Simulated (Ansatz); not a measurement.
Base system: CaO in the rock salt structure (space group Fm-3m, No. 225; a = 4.8308 Å).

All numbers come from PBE (Ansatz, an electronic-structure program), scalar-relativistic without spin-orbit coupling.

Base values:

The pressure comes out as 0.00 GPa and the valley order comes out as X along ⟨100⟩ 3.66 eV; Γ 4.61 eV.

Perturbation: an isotropic linear strain of +2.00 %; the atoms relax in the strained cell.

### Question
How does this affect the pressure, valley order and mean gap deformation potential ΔEg/Δln V?

### Answer
The pressure goes from zero to -5.50 GPa; the valley order (the lowest conduction-band minima on the path, energy above the VBM, named in the base's zone) becomes X along ⟨100⟩ 3.66 eV; Γ 4.15 eV (base: X along ⟨100⟩ 3.66 eV; Γ 4.61 eV); the mean gap deformation potential ΔEg/Δln V is 0.0 eV.

No phonon test of stability was made.
